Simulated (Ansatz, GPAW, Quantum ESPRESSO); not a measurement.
## Code comparison for HfMg₆Zn (Amm2, 8 atoms in the cell)

Self-consistent single point, at a second geometry (lattice scaled by 0.98). First geometry:

```xyz
8
Lattice="4.9403 0.0000 0.0000 0.0000 3.1362 5.5357 0.0000 -3.1362 5.5357" Properties=species:S:1:pos:R:3 pbc="T T T"
Mg     2.4702     1.5494     6.4653
Mg     2.4702    -1.5494     6.4653
Mg     2.4702     0.0000     3.6710
Mg     0.0000     1.6000     4.6467
Mg     0.0000    -1.6000     4.6467
Mg     0.0000     0.0000     1.8470
Hf     0.0000     0.0000     7.4904
Zn     2.4702     0.0000     9.0526
```

Shared settings, as Ansatz (an electronic-structure program) writes them: kpoints.mp_grid.grid = 4 3 3; scf.occupations.method = fermi_dirac; scf.occupations.width = 0.0073 Ry. Potentials and cutoffs stand in the table.

| code | model | ΔF from the first geometry (meV/atom) | pressure (GPa) | largest force (eV/Å) | cutoff |
|---|---|---|---|---|---|
| Quantum ESPRESSO | LDA (PZ), GBRV 1.5 ultrasoft (LDA) pseudopotentials | -16.1 | -0.73 | 0.113 | 50 Ry |
| Ansatz | LDA (PW92), PAW files made with PBE | -16.6 | -0.67 | 0.112 | default |
| GPAW | LDA (Perdew-Wang 92), GPAW PAW datasets LDA (gpaw-data 1.0.1) | -16.5 | -0.63 | 0.115 | 800 eV |

Size of the force on each atom (eV/Å): Sizes of forces hide their directions.

```tsv
code	Mg1	Mg2	Mg3	Mg4	Mg5	Mg6	Hf7	Zn8
Quantum ESPRESSO	0.049	0.049	0.061	0.050	0.050	0.046	0.113	0.034
Ansatz	0.052	0.052	0.061	0.051	0.051	0.047	0.112	0.040
GPAW	0.050	0.050	0.061	0.052	0.052	0.047	0.115	0.042
```

On Ansatz's run: spin-orbit coupling is off.

The spread over the programs that give each value: ΔF from the first geometry within 0.5 meV/atom; pressure within 0.10 GPa; largest force within 0.003 eV/Å.

Ansatz's pressure is given at a fixed set of plane waves, as the other plane-wave codes print theirs. The same LDA comes in different parametrisations, which differ slightly.

The shared mesh is coarse (it stands for a supercell whose shortest vector is 18 Å), so the values are not converged in it.

The starting cell comes from a database of computed structures (which also holds hypothetical and non-ambient phases and stackings), without a prior relaxation at this level. Its lattice was rescaled by a random factor within 2.5 % of one. For this run, on top of that: lattice scaled by 0.98.

Left out of this page: ABINIT (with a known weakness of the program); CP2K (unsound by tests on forces, stress, charge or solver warnings).

Keys are those of Ansatz 0.2.
